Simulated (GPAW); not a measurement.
Cost against accuracy: ecut for ZnO (P6_3mc, 12 atoms in the cell)

Cell: a = 3.1719 Å, b = 3.1719 Å, c = 15.5643 Å, α = 90.00°, β = 90.00°, γ = 120.00°.

Method: PBEsol, GPAW PAW datasets PBEsol (made by gpaw-setup) (plane waves; GPAW).

Base settings: mode = pw; ecut = 900 eV; xc = PBEsol; kpts = 5 5 1; mesh shift (steps) = 0 0 0; occupations.name = methfessel-paxton; occupations.width = 0.136 eV; occupations.order = 0; nbands = -20; convergence.density = 1e-05 e/electron.

Misses are taken against the tightest run, 1800 eV (nbands: -20 → -8; convergence.bands: default → -6), which need not be fully converged itself. The energy is the free energy per atom.

The count of work is k-points × plane waves × bands × iterations; it is no time, and leaves out set-up, grids and terms that scale otherwise. Core times come from one kind of shared machine and are given to one figure; runs under 30 s give none.

The starting cell was generated: these elements placed on a structure prototype, without a prior relaxation; it need not be a known phase or ordering of this composition. Its lattice was rescaled by a random factor within 2.5 % of one.

| ecut | energy less reference (meV/atom) | largest difference in the force on any atom (eV/Å) | count of work / reference | core time / reference (rough) |
|---|---|---|---|---|
| 360 eV (nbands: -20 → -8; convergence.bands: default → -6) | 1655.12 | 0.113 | 0.077 | 0.1 |
| 450 eV (nbands: -20 → -8; convergence.bands: default → -6) | 450.42 | 0.017 | 0.12 | 0.1 |
| 540 eV (nbands: -20 → -8; convergence.bands: default → -6) | 119.13 | 0.008 | 0.15 | 0.2 |
| 630 eV (nbands: -20 → -8; convergence.bands: default → -6) | 25.14 | 0.001 | 0.25 | 0.3 |
| 720 eV (nbands: -20 → -8; convergence.bands: default → -6) | 4.61 | 0.002 | 0.23 | 0.3 |
| 810 eV (nbands: -20 → -8; convergence.bands: default → -6) | 0.92 | 0.000 | 0.32 | 0.4 |
| 900 eV | 0.56 | 0.001 | 0.39 | 0.4 |
| 1035 eV (nbands: -20 → -8; convergence.bands: default → -6) | 0.44 | 0.002 | 0.42 | 0.5 |
| 1170 eV (nbands: -20 → -8; convergence.bands: default → -6) | 0.24 | 0.000 | 0.50 | 0.7 |
| 1350 eV (nbands: -20 → -8; convergence.bands: default → -6) | 0.04 | 0.004 | 0.55 | 0.8 |
| 1575 eV (nbands: -20 → -8; convergence.bands: default → -6) | -0.01 | 0.001 | 0.72 | 0.9 |
| 1800 eV (nbands: -20 → -8; convergence.bands: default → -6) | 0.00 | 0.000 | 1.0 | 1 |

Coarsest setting among those run that, with all tighter ones, holds the energy within 20 meV/atom of the reference: 720 eV (nbands: -20 → -8; convergence.bands: default → -6), off by 4.6 meV/atom; it needs 0.23 of the reference's count of work and about 0.3 of the reference's time.

The step from 450 eV (nbands: -20 → -8; convergence.bands: default → -6) to 1350 eV (nbands: -20 → -8; convergence.bands: default → -6): it takes the miss in the energy from 450 to 0.04 meV/atom, for 4.7 times the count of work and roughly 5 times the time.
